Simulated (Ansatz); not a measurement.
Take PbSe in the rock salt structure (space group Fm-3m, No. 225; a = 6.1780 Å) as the base. Axes: x, y, z lie along the cube axes.

Computed with Ansatz (a program for electronic structure) r2SCAN, spin-orbit coupling left out.

Now apply this change: a pure shear with ε_yz = ε_zy = 0.0221; the atoms relax in the strained cell.

**Question.** Predict the stress tensor and what it implies for the stiffness.

**Answer.** Stress of the strained cell less that of the base (GPa, compression positive):
```
  -0.03    0.00    0.00
   0.00    0.02   -0.81
   0.00   -0.81    0.02
```

Then −Δσ/γ with γ = 2ε = 0.0442 gives secant stiffness values (nonlinear terms included at this strain): C44 ≈ 18 GPa.

Stability against distortions was not tested.
